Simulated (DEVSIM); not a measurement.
System: abrupt GaAs p-n junction, at 300 K.

```
layer (left to right)  material  thickness (μm)  Nd (cm⁻³)  Na (cm⁻³)   τn (s)   τp (s)
---------------------  --------  --------------  ---------  ---------  -------  -------
1                          GaAs           0.350          -     3.1e17  6.3e-10  6.3e-10
2                          GaAs            17.0     5.1e15          -  6.3e-10  6.3e-10
```

Left contact: ohmic. Right contact: ohmic. Voltage is applied to the left contact. Recombination: SRH at mid-gap. Mobility is μmin + (μ − μmin)/(1 + (N/Nref)^α).

Constants are typed, rounded textbook-type inputs, not results; the design itself was drawn at random and stands for no fabricated device. Values at 300 K.

| parameter | GaAs |
|---|---|
| gap (eV) | 1.424 |
| affinity (eV) | 4.07 |
| permittivity | 12.9 |
| Nc (cm⁻³) | 4.7e17 |
| Nv (cm⁻³) | 9e18 |
| μn (cm²/Vs) | 8500 |
| μp (cm²/Vs) | 400 |
| μn,min | 500 |
| μp,min | 20 |
| Nref,n | 6e16 |
| Nref,p | 1.5e17 |
| αn | 0.39 |
| αp | 0.38 |

Simulated with DEVSIM: 1D drift-diffusion, Boltzmann statistics, complete ionisation; no tunnelling, impact ionisation, image-force lowering or self-heating.

Problem. Tabulate band edges, carrier densities and field at zero bias.

Solution. Energies count from the Fermi level of the right contact; mesh points crowd at the junctions.

| x (μm) | Ec (eV) | Ev (eV) | n (cm⁻³) | p (cm⁻³) | field (V/cm) |
|---|---|---|---|---|---|
| 0.000 | 1.337 | -0.087 | < 1e2 | 3.1e17 | ≈ 0 |
| 0.02466 | 1.337 | -0.087 | < 1e2 | 3.1e17 | ≈ 0 |
| 0.06762 | 1.337 | -0.087 | < 1e2 | 3.1e17 | ≈ 0 |
| 0.1518 | 1.337 | -0.087 | < 1e2 | 3.1e17 | ≈ 0 |
| 0.2738 | 1.337 | -0.087 | < 1e2 | 3.1e17 | ≈ 0 |
| 0.3226 | 1.335 | -0.089 | < 1e2 | 2.9e17 | -2200 |
| 0.3475 | 1.302 | -0.122 | < 1e2 | 7.9e16 | -37000 |
| 0.3825 | 1.160 | -0.264 | < 1e2 | 3.4e14 | -38000 |
| 0.4390 | 0.956 | -0.468 | < 1e2 | 1.3e11 | -34000 |
| 0.5611 | 0.593 | -0.831 | 5.1e7 | 98000 | -25000 |
| 0.7958 | 0.194 | -1.230 | 2.6e14 | < 1e2 | -8700 |
| 1.574 | 0.117 | -1.307 | 5.1e15 | < 1e2 | ≈ 0 |
| 2.819 | 0.117 | -1.307 | 5.1e15 | < 1e2 | ≈ 0 |
| 5.513 | 0.117 | -1.307 | 5.1e15 | < 1e2 | ≈ 0 |
| 11.70 | 0.117 | -1.307 | 5.1e15 | < 1e2 | ≈ 0 |
| 14.65 | 0.117 | -1.307 | 5.1e15 | < 1e2 | ≈ 0 |
| 16.01 | 0.117 | -1.307 | 5.1e15 | < 1e2 | ≈ 0 |
| 16.72 | 0.117 | -1.307 | 5.1e15 | < 1e2 | ≈ 0 |
| 17.12 | 0.117 | -1.307 | 5.1e15 | < 1e2 | ≈ 0 |
| 17.25 | 0.117 | -1.307 | 5.1e15 | < 1e2 | ≈ 0 |
| 17.32 | 0.117 | -1.307 | 5.1e15 | < 1e2 | ≈ 0 |
| 17.35 | 0.117 | -1.307 | 5.1e15 | < 1e2 | ≈ 0 |
